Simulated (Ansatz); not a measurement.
Formation energies of neutral defects against the elements (graphite for carbon, diatomic gases, S8), in monoclinic HfO2 (eV), each at one geometry relaxed with PBE and evaluated in Ansatz (an electronic-structure program) with PBE, r2SCAN. Cell and caveats: 96-site cell; 2×2×2 shifted k-points; charged states image-corrected; no spin–orbit coupling; no Hubbard U; energies good to tenths of an eV; flagged in the runs: for some of the defects a host whose relaxation on this sampling wasn't shown to rest, a strain field that reaches the edge of the cell.

```csv
defect,x: PBE (eV),y: r2SCAN (eV)
Ti on the Hf site,1.71,1.99
B on the Hf site,6.63,7.57
Ru on the Hf site,8.99,9.33
"C on the O site [the O(2,4-fold) site]",9.18,9.36
"S on the O site [the O(2,4-fold) site]",5.14,?
```

### Question
Fit a straight line to the 4 complete rows and predict the last.

### Answer
Means: x = 6.627, y = 7.062; Sxx = 36.278, Sxy = 36.167. Slope 36.167 / 36.278 = 1.00, intercept 7.062 − 1.00 × 6.627 = 0.44 eV; the rows scatter by 0.42 eV about the line, and R² = 0.99. Prediction: 0.44 + 1.00 × 5.14 = 5.58 eV. The calculation gave 5.09 eV, 0.49 eV below the line, within twice its scatter.
